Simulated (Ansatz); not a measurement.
The parent structure is C in the diamond structure (space group Fd-3m, No. 227; a = 3.554 Å).

Levels (all Ansatz, a quantum-chemistry and plane-wave program, PAW): PBEsol (420 eV, no spin-orbit coupling); HSE06 (420 eV, no SOC).

Its gap is 4.03 eV with PBEsol and 5.31 eV with HSE06.

Now apply this change: a hydrostatic pressure of 15 GPa.

With PBEsol the gap becomes 4.10 eV.

Problem. If the HSE06 correction stayed the same, what would the HSE06 gap be, and what does the HSE06 run give?

Solution. A rigid correction of +1.28 eV gives 5.38 eV. The HSE06 run gives 5.39 eV, so the two effects roughly add.

Single points use the geometry relaxed with PBEsol. The hybrid gap comes from the SCF mesh plus the semilocal run's edge points and a few special points and is an upper bound. Load acts through the strain it causes; cell and atoms are relaxed under it. Stability against distortions was not tested. Competing high-pressure phases were not computed.
